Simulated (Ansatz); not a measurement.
Consider Si in the diamond structure (space group Fd-3m, No. 227; a = 5.4338 Å). Axes: x, y, z lie along the cube axes.

Level of theory: Ansatz (an electronic-structure program) PBEsol, no SOC.

Before the change:

The band gap is 0.47 eV and the pressure comes out as 0.0 GPa. The volume per atom is 20.05 Å³.

Perturbation: biaxial strain +2.61 %, plane normal [001], relaxed out of plane (Cartesian); in-plane vectors clamped, the third vector and the atoms free.

Q: What happens to the band gap?

A: The band gap changes from 0.47 eV to zero.

Q: What happens to the pressure?

A: The pressure (mean of the normal stresses, compression positive) goes from zero to -2.7 GPa.

Q: Predict the new volume per atom.

A: The volume per atom increases by 0.61 Å³ (20.05 Å³ → 20.66 Å³).

Q: What happens to the energy relative to the base?

A: The energy goes up by 14 meV/atom.

Whether these cells are dynamically stable was not tested. Gaps under 0.05 eV, about the width of the smearing, are given as zero. A zero or small gap of Si under biaxial strain +2.61 %, plane normal [001], relaxed out of plane can be the functional's error rather than a property of the material.
